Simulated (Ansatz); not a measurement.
An Ansatz (a quantum-chemistry and plane-wave program) run: Mo with a change (biaxial strain −3.00 %, plane normal [001], relaxed out of plane); Ansatz, PBEsol, PAW, cutoff 420 eV, scalar-relativistic without spin-orbit coupling.

Input:

Ansatz 0.2 input:
```yaml
crystal:
  lattice:
    - [3.0360651057, 0, 0]
    - [0, 3.0360651057, 0]
    - [1.5180325528, -1.5180325528, 1.5884567434]
  atoms:
    - { symbol: Mo, position: [0, 0, 0] }
basis: { ecutwfc: 420, ecutrho_ratio: 4, xc_grid: 2, fft_grid_basis: typed }
kpoints: { mp_grid: { grid: [29, 29, 29] } }
hamiltonian:
  xc: pbesol
  dispersion: none
  pseudopotentials: { kind: paw }
scf: { occupations: { method: fermi_dirac, width: 0.1 } }
relax: { f_tol: 0.005, max_steps: 50, cell: { stress_tol: 0.01, fix: [a, b, gamma] } }
output: { forces: true, stress: true }
checkpoint: { write: state.ck, write_every: 1000 }
```

Output (explanatory and most iteration lines left out):

```
Relaxation: its limit of steps is 50 (relax.max_steps)
Pseudopotential: Mo, paw, valence charge 14
Crystal: 1 atoms, lattice volume = 14.642 Å³
Basis set: ecut = 420 eV, 289 PW (Γ), exchange–correlation on 48×48×36 points (8 copies of the dense FFT grid, shifted against one another)
Bands: 11, of which v1, the nominal top of the filled ones, is band 7 counted from 1 (6 counted from 0)
Symmetry: 16 space group operations
Space group: I4/mmm (ITA 139), of the structure as read, at distance tolerance 2.4e-5 Å
k-points: 1800 of 24389
Functional: x = pbesol(κ = 0.804, μ = 0.12345679012345678), c = pbesol(β = 0.046)
SCF iter   1: F=—  HF=-4897.430289 eV  |F-HF|=—  |Δ(HF+E_count)|=         —  Δρ=6.43e-3  dr2=3.55e-3  ethr=1.77e-3  ⟨swp⟩=5.0  Hψ=115589  notcnv=0
SCF iter   2: F=—  HF=-4897.429107 eV  |F-HF|=—  |Δ(HF+E_count)|=   1.18e-3  Δρ=2.52e-3  dr2=2.33e-4  ethr=2.53e-5  ⟨swp⟩=2.3  Hψ=42094  notcnv=0
SCF 1 converged in 6 iterations: F = -4897.429082 eV  dr2 = 1.20e-11
relax step   1: F+E_penalty+E_count = -4897.42908209 eV  Δ(F+E_penalty+E_count) = +0.000e0 eV  max|allowed force component| = 0.000e0 eV/Å  Δτ_max = 0.0000 Å  P = +14.411 GPa  Ω = 14.642 Å³  fix = [a, b, gamma]  reactions: a +19.488, b +19.488 GPa  (6 SCF iters, dr2 threshold 1.00e-7 eV, accepted)
[... steps on the carried basis left out ...]
relax step   4: F+E_penalty+E_count = -4897.43070152 eV  Δ(F+E_penalty+E_count) = -5.536e-6 eV  max|allowed force component| = 0.000e0 eV/Å  Δτ_max = 0.0000 Å  P = +11.692 GPa  Ω = 14.767 Å³  energy of the carried Pulay correction = -2.495e-5 eV  fix = [a, b, gamma]  reactions: a +17.541, b +17.541 GPa  (2 SCF iters, dr2 threshold 1.00e-7 eV, accepted)
Crystal: 1 atoms, lattice volume = 14.767 Å³
SCF iter   1: F=—  HF=-4897.430725 eV  |F-HF|=—  |Δ(HF+E_count)|=         —  Δρ=7.98e-5  dr2=5.94e-8  ethr=2.41e-8  ⟨swp⟩=3.3  Hψ=174462  notcnv=0
SCF iter   2: F=—  HF=-4897.430726 eV  |F-HF|=—  |Δ(HF+E_count)|=   4.08e-7  Δρ=3.97e-5  dr2=1.45e-8  ethr=4.25e-10  ⟨swp⟩=1.1  Hψ=19946  notcnv=0
SCF 5 converged in 5 iterations: F = -4897.430726 eV  dr2 = 6.42e-14
SCF converged after 5 iterations
Free energy (F): -4897.430726 eV
Internal energy: -4897.409076 eV  (E = F + TS)
E sigma→0 (E₀):  -4897.419901 eV
Entropy (-TS):   -0.021650 eV (-21.650 meV/atom)
Fermi energy:    22.403430 eV
--- Forces (eV/Å), atoms counted from 1 ---
  atom   1  Mo     0.00000000    -0.00000000     0.00000000
--- Stress (GPa, compression-positive) ---
       17.539818      -0.000000       0.000000
       -0.000000      17.539818      -0.000000
        0.000000      -0.000000      -0.008059
  P = ⅓ Tr σ = 11.6905 GPa (116.905 kbar)
--- Relaxed structure (4 steps of the walk, 3 accepted, 1 SCFs on fresh bases) ---
  cell:  # Å, volume = 14.7672 Å³
    - [3.0360651057, 3.7602923502692976e-22, 4.7783175458623337e-11]
    - [3.7603168742824463e-22, 3.0360651057, -4.778317545147235e-11]
    - [1.518032552824786, -1.518032552824786, 1.6020540724287724]
  atoms:
    - { symbol: Mo, position: [0.0, 0.0, 0.0] }
```

No phonon test of stability was made. The final runs are not spin-polarised. The cell was made from Mo in the bcc (W type) structure (space group Im-3m, No. 229) by this change: biaxial strain −3.00 %, plane normal [001], relaxed out of plane.
